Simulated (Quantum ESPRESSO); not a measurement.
**One base run on YMg5 (Amm2, 6 atoms in the cell) and variants with one or two settings moved**

```
CELL_PARAMETERS angstrom
      5.21133     0.00000     0.00000
      0.00000     1.62964     8.43929
      0.00000    -1.62964     8.43929
ATOMIC_POSITIONS crystal
  Y  0.00000 0.22003 0.22003
  Mg 0.50000 0.00258 0.00258
  Mg 0.50000 0.66196 0.66196
  Mg 0.50000 0.33577 0.33577
  Mg 0.00000 0.89353 0.89353
  Mg 0.00000 0.55280 0.55280
```

Base run A: Quantum ESPRESSO with PBEsol, SSSP 1.1.2 efficiency (PBE) pseudopotentials, self-consistent single point.

Its settings: ecutwfc = 40 Ry; ecutrho = 320 Ry; occupations = smearing; smearing = mp; degauss = 0.0147 Ry; input_dft = pbesol; potentials = {Y: Y_pbe_v1.uspp.F.UPF, Mg: Mg.pbe-n-kjpaw_psl.0.3.0.UPF}; K_POINTS = automatic 4 6 6 0 0 0; conv_thr = 1e-10 Ry.

The starting cell comes from a database of computed structures (which also holds hypothetical and non-ambient phases and stackings), without a prior relaxation at this level. Its lattice was rescaled by a random factor within 2.5 % of one.

ΔF is the free energy per atom less that of run A. A dash stands where there is no value to compare (another energy zero or no entropy term, no result, no spin, no clean gap, or a mesh too coarse for one). Total energies depend on the potentials, the functional and any Hubbard or dispersion term, so they are compared only between runs that share all of them.

Run A gave: pressure (GPa) 0.71; largest force (eV/Å) 0.076; k-points 39.

Runs:
- B: ecutwfc: 40 Ry → 32 Ry; ecutrho: 320 Ry → 256 Ry
- C: vdw_corr: default → grimme-d3; dftd3_version: default → 3; dftd3_threebody: default → false [PBEsol-D3(0)]
- D: conv_thr: 1e-10 Ry → 0.00073 Ry
- E: lattice scaled by 1.015; ecutwfc: 40 Ry → 24 Ry; ecutrho: 320 Ry → 192 Ry
- F: degauss: 0.0147 Ry → 0.002205 Ry; K_POINTS: automatic 4 6 6 0 0 0 → automatic 5 7 7 0 0 0
- G: K_POINTS: automatic 4 6 6 0 0 0 → automatic 2 3 3 0 0 0
- H: K_POINTS: automatic 4 6 6 0 0 0 → automatic 5 8 8 0 0 0
- I: mixing_beta: default → 0.2
- J: mixing_ndim: default → 12
- K: diago_david_ndim: default → 3

Problem. What does run E change against A?

Solution. The free energy goes up by 10.5 meV/atom, the pressure goes from 0.71 to -1.16 GPa and the largest force goes from 0.076 to 0.098 eV/Å.

```json
[
 {"run": "A", "ΔF (meV/atom)": "0.00", "pressure (GPa)": "0.71", "largest force (eV/Å)": "0.076", "k-points": "39"},
 {"run": "B", "ΔF (meV/atom)": "0.48", "pressure (GPa)": "0.67", "largest force (eV/Å)": "0.077", "k-points": "39"},
 {"run": "C", "ΔF (meV/atom)": "–", "pressure (GPa)": "-0.36", "largest force (eV/Å)": "0.069", "k-points": "39"},
 {"run": "D", "ΔF (meV/atom)": "0.44", "pressure (GPa)": "0.68", "largest force (eV/Å)": "0.071", "k-points": "39"},
 {"run": "E", "ΔF (meV/atom)": "10.5", "pressure (GPa)": "-1.16", "largest force (eV/Å)": "0.098", "k-points": "39"},
 {"run": "F", "ΔF (meV/atom)": "-13.4", "pressure (GPa)": "0.60", "largest force (eV/Å)": "0.064", "k-points": "48"},
 {"run": "G", "ΔF (meV/atom)": "94.0", "pressure (GPa)": "0.63", "largest force (eV/Å)": "0.090", "k-points": "8"},
 {"run": "H", "ΔF (meV/atom)": "-14.9", "pressure (GPa)": "0.62", "largest force (eV/Å)": "0.069", "k-points": "63"},
 {"run": "I", "ΔF (meV/atom)": "0.00", "pressure (GPa)": "0.71", "largest force (eV/Å)": "0.077", "k-points": "39"},
 {"run": "J", "ΔF (meV/atom)": "0.00", "pressure (GPa)": "0.71", "largest force (eV/Å)": "0.077", "k-points": "39"},
 {"run": "K", "ΔF (meV/atom)": "0.00", "pressure (GPa)": "0.71", "largest force (eV/Å)": "0.077", "k-points": "39"}
]
```
